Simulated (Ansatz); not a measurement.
Results of PBEsol-D3(BJ) in Ansatz (PAW) for CsCl-type CoAl.

Settings: plane-wave cutoff 520 eV, 20×20×20 k mesh, Fermi–Dirac smearing 0.05 eV, no spin polarisation, scalar-relativistic PAW data made under PBE.

Energies at three volumes about the minimum:

```csv
V (Å³/atom),E − E_lowest (meV/atom)
10.690,2.90
10.909,0.00
11.127,2.75
```

Fit a parabola by hand: where is the minimum, what lattice constant follows, and what is the bulk modulus?

Slopes: (0.00 − 2.90)/(10.909 − 10.690) = -13.242 and (2.75 − 0.00)/(11.127 − 10.909) = 12.615 meV/Å³. Curvature E″ = 2 × (12.615 − (-13.242))/(11.127 − 10.690) = 118.339 meV/Å⁶. From the middle of the first interval, the slope vanishes at V0 = 10.7995 − (-13.242)/118.339 = 10.911 Å³/atom. B = V0 E″ = 10.911 × 118.339 meV/Å³ × 0.1602 GPa per meV/Å³ = 207 GPa. With 2 atoms in the cube, a = (2 × 10.911)^(1/3) = 2.794 Å. The full Birch–Murnaghan fit to all volumes gives V0 = 10.908 Å³/atom and B0 = 207 GPa.

Measured, for comparison: bulk modulus 162 GPa, lattice constant a 2.861 Å (room temperature, no zero-point or thermal correction; as tabulated in Yamada et al. (2019), arXiv:1910.09660). Computed (rounded) less measured: bulk modulus +28 %.

Ansatz is an electronic-structure program.
